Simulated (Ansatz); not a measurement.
Here is the system:

```
CELL_PARAMETERS angstrom
      0.00000     2.58935     2.58935
      2.58935     0.00000     2.58935
      2.58935     2.58935     0.00000
ATOMIC_POSITIONS crystal
  O  0.00000 0.00000 0.00000
  Sr 0.50000 0.50000 0.50000
```

No spin polarisation.

Method: Ansatz (an electronic-structure program), r2SCAN, PAW, cutoff 500 eV, no SOC. Settings: 11×11×11 k-points, 0.05 eV Fermi–Dirac smearing.

**Question.** Predict the electron mass and gap character.

**Answer.** 
- Electron mass = 1.2 mₑ along k, 0.40 mₑ across (at X)
- Gap character = indirect, Γ → X

Load acts through the strain it causes; cell and atoms are relaxed under it. Effective masses come from finite differences of ±0.01 Å⁻¹. Along k means along the line from Γ to the band edge. Stability against distortions was not tested. The cell was made from SrO in the rock salt structure (space group Fm-3m, No. 225) by this change: pressure −1 GPa.
